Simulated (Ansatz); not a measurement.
Abridged Ansatz (a program for electronic structure) output:

```
Pseudopotential: K, paw, valence charge 9
Pseudopotential: Rb, paw, valence charge 9
Crystal: 3 atoms, lattice volume = 247.061 Å³
Basis set: ecut = 500 eV, 6275 PW (Γ), exchange–correlation on 240×240×144 points (64 copies of the dense FFT grid, shifted against one another)
Bands: 18, of which v1, the nominal top of the filled ones, is band 14 counted from 1 (13 counted from 0)
Symmetry: 12 space group operations
k-points: 64 of 490
Functional: x = r2scan, c = r2scan; τ floored in thin density (d = 2e-4 eV/Å³)
SCF iter   1: F=—  HF=-6362.946200 eV  |F-HF|=—  |Δ(HF+E_count)|=         —  Δρ=2.25e-3  dr2=6.28e-3  dr2_τ=9.08e-4  ethr=1.77e-3  ⟨swp⟩=6.8  Hψ=6344  notcnv=0
SCF iter   2: F=—  HF=-6362.948110 eV  |F-HF|=—  |Δ(HF+E_count)|=   1.91e-3  Δρ=1.27e-3  dr2=2.74e-3  dr2_τ=1.09e-4  ethr=2.33e-5  ⟨swp⟩=2.0  Hψ=2688  notcnv=0
SCF 1 converged in 10 iterations: F = -6362.950728 eV  dr2 = 2.39e-10
SCF converged after 10 iterations
Free energy (F): -6362.950728 eV
Internal energy: -6362.928014 eV  (E = F + TS)
E sigma→0 (E₀):  -6362.939371 eV
Entropy (-TS):   -0.022713 eV (-7.571 meV/atom)
Fermi energy:    1.745995 eV
--- Forces (eV/Å), atoms counted from 1 ---
  atom   1  K      0.00000000    -0.00000000    -0.00027916
  atom   2  K      0.00000000     0.00000000     0.00027916
  atom   3  Rb    -0.00000000     0.00000000     0.00000000
--- Stress (GPa, compression-positive) ---
       -0.003201       0.000000       0.000000
        0.000000      -0.003201       0.000000
        0.000000       0.000000      -0.002471
  P = ⅓ Tr σ = -0.0030 GPa (-0.030 kbar)
```

### Question
What was computed, and what are the main results?

### Answer
RbK2, 3 atoms in the cell, with DFT with r2SCAN, PAW potentials and a 500 eV plane-wave cutoff in Ansatz, no SOC. The last SCF converged to F = -6362.950728 eV, or -2120.9836 eV per atom, at a pressure of 0.00 GPa. The total energy compares only with runs of the same code, potentials and settings.

These are small ordered cells, not random alloys; other orderings at the same x differ. No phonon test of stability was made. The cell was made from K by this change: x(Rb) = 0.333, 3 atoms, P-3m1.
